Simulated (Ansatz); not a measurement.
# SrO: thickness series

Base system: SrO in the rock salt structure (space group Fm-3m, No. 225; a = 5.160 Å). Axes: x, y, z lie along the cube axes.

Free-standing slabs (2 atom(s) a layer) normal to the z axis with 15 Å of vacuum; in-plane cell held at bulk.

Calculations: r2SCAN, PAW, 500 eV (Ansatz, a program for electronic structure; no spin-orbit coupling).

Notes on the quantities. excess energy per area of both faces: slab less bulk energy over the cell's area: twice a surface energy.

```csv
change,band gap,excess energy per area of both faces,thickness between the outermost nuclei
base,3.80 eV,–,–
1 layer,2.23 eV,–,–
2 layers,2.61 eV,1.19 J/m²,2.52 Å
3 layers,2.87 eV,___,5.10 Å
4 layers,2.90 eV,1.24 J/m²,7.68 Å
5 layers,___,1.25 J/m²,10.26 Å
6 layers,2.96 eV,1.25 J/m²,12.84 Å
7 layers,___,1.25 J/m²,15.42 Å
```

Problem. What belongs in the blanks?

Solution. 
- 3 layers, excess energy per area of both faces: 1.27 J/m²
- 5 layers, band gap: 2.95 eV
- 7 layers, band gap: 2.97 eV

Slab and bulk use different k-meshes, which limits the precision of the excess energy. Gaps are read on the SCF mesh and a high-symmetry path. Stability against distortions was not tested.
